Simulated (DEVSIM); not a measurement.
System: Pt/La2O3/p-GaAs capacitor, at 300 K.

Layer 1 from the left is La2O3, thickness (nm) 14.0. Layer 2 from the left is GaAs, thickness (nm) 8600, Na (cm⁻³) 5.6e15.

Metal gate on the left, work function 5.6 eV. Fixed charge at the semiconductor interface 0 cm⁻² (in units of +e); no interface traps.

Constants are typed, rounded textbook-type inputs, not results; the design itself was drawn at random and stands for no fabricated device. Values at 300 K.

La2O3: gap (eV) 5.8, affinity (eV) 1.8, permittivity 27. GaAs: gap (eV) 1.424, affinity (eV) 4.07, permittivity 12.9, Nc (cm⁻³) 4.7e17, Nv (cm⁻³) 9e18.

Q: Estimate by hand the flat-band voltage, the threshold voltage, and compare with a numerical solution.

A: 
- Flat-band voltage: C = 1.71 μF/cm², work-function difference 0.297 V; VFB = φms − qNf/C = 0.30 V; numerical 0.30 V.
- Threshold voltage: φF = 0.559 V, depletion charge √(4εqNφF) = 4.79e-8 C/cm²; VT = VFB + 2φF + Qd/C = 1.44 V; numerical 1.44 V.

DEVSIM, 1D Poisson equation in equilibrium, Boltzmann statistics, complete ionisation; no quantum confinement or tunnelling. Metal contacts follow the ideal Schottky-Mott rule: no Fermi-level pinning, no interface dipoles.
